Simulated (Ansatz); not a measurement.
**What isotropic strain +3.00 % does to Si**

Base system: Si in the diamond structure (space group Fd-3m, No. 227; a = 5.4703 Å).

It is then changed as follows: the cell is scaled by 1.0300 in all directions; the atoms relax in the strained cell.

All numbers come from PBE (Ansatz, a first-principles code, PAW, without spin-orbit coupling). Γ-centred 10×10×10 mesh, Fermi–Dirac width 0.05 eV.

* **Volume per atom**: 22.36 Å³ (base 20.46 Å³)
* **Space group**: Fd-3m (No. 227) (base Fd-3m (No. 227))
* **Shortest interatomic distance**: 2.440 Å (base 2.369 Å)
* **Energy relative to the base (free energy F)**: +42 meV/atom
* **Pressure**: -6.48 GPa (base 0.00 GPa)
* **Band gap**: 0.75 eV (base 0.61 eV)
* **Width of the top valence band**: 3.41 eV (base 3.76 eV)
* **Electron mass**: 0.95 mₑ along k, 0.20 mₑ across (off the special points) (base 0.94 mₑ along k, 0.20 mₑ across (off the special points))
* **Hole mass (degenerate bands, along [100])**: 0.12, 0.29, 0.29 mₑ (at Γ) (base 0.16, 0.27, 0.27 mₑ (at Γ))
* **Valley order (the lowest conduction-band minima on the path, energy above the VBM, named in the base's zone)**: a point along ⟨100⟩, about 1.0 Å⁻¹ from Γ 0.76 eV; L along ⟨111⟩ 1.15 eV; Γ 2.14 eV (base a point along ⟨100⟩, about 1.0 Å⁻¹ from Γ 0.61 eV; L along ⟨111⟩ 1.46 eV)

Final structure:

```yaml
crystal:
  lattice:
    - [0.00000, 2.81721, 2.81721]
    - [2.81721, 0.00000, 2.81721]
    - [2.81721, 2.81721, 0.00000]
  atoms:
    - { symbol: Si, position: [0.00000, 0.00000, 0.00000] }
    - { symbol: Si, position: [0.25000, 0.25000, 0.25000] }
```

Masses are band curvatures over ±0.01 Å⁻¹ around the edge. Along k means along the line from Γ to the band edge. No phonon test of stability was made.
